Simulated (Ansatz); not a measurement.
**Cu2ZnSnS4: energy against strain**

Cu2ZnSnS4 (I-4, 20.436 Å³/atom and stress up to 0.01 GPa in the relaxed cell, c along z) under an equal strain ε in the (001) plane with the normal axis free, as in a coherent film. PBE in Ansatz, a plane-wave DFT program (PAW, default set), 420 eV, 9×9×9 Γ-centred mesh, Fermi-Dirac smearing 0.05 eV; ions are relaxed, or left where forces stay under 0.02 eV/Å, within the symmetry of each cell.

Here s stands for strain and y for E less E0.

| strain (%) | E less E0 (meV/atom) |
|---|---|
| -1.50 | 2.34 |
| -0.75 | 0.57 |
| 0.00 | 0.00 |
| 0.75 | 0.58 |
| 1.50 | 2.26 |
| 3.00 | ? |

Using a parabola, estimate the missing y at s = 3.00 from the other rows, showing the fit.

Least squares gives y = 0.000 - 0.0200·s + 1.0222·s². Residuals (row less fit): 0.010, -0.020, 0.000, 0.020, -0.010; standard error 0.022 (degrees of freedom: 2). The quadratic coefficient over the volume, 1.0222 meV × 10⁴ × 0.1602 / 20.436 Å³, is the biaxial elastic modulus of this plane = 80.1 ± 0.8 GPa (± standard error of the fit, which holds the terms cut off). At the withheld row, y = 0.000 - 0.0200 × 3.00 + 1.0222 × 3.00² = 9.140 meV/atom. The calculation gives 8.73 meV/atom, 0.410 meV/atom below the prediction (4.7 % of the range of y in the table). The row lies outside the fitted rows, so this is an extrapolation. From the scatter of the fitted rows alone, a prediction at this place has a standard error of 0.092 meV/atom, so the miss is 4.5 times that.

A polynomial of degree 3 through the 8 other runs of the series gives 8.73 there, so most of the miss is curvature that the fit leaves out. This level leaves no gap over 0.05 eV at strain 0.00, 0.75, 1.50 %. The start is a measured cell from the literature; how it stands against other phases or cation orders wasn't checked. Rows are the converged runs of the series near zero and its far end; series whose fitted rows scatter by over a few per cent of the range, as at a crossing or softening among them, aren't shown in this form, nor equations of state whose B0' disagrees with the runs' pressures. Most that stay on the fit to the last digits aren't either.
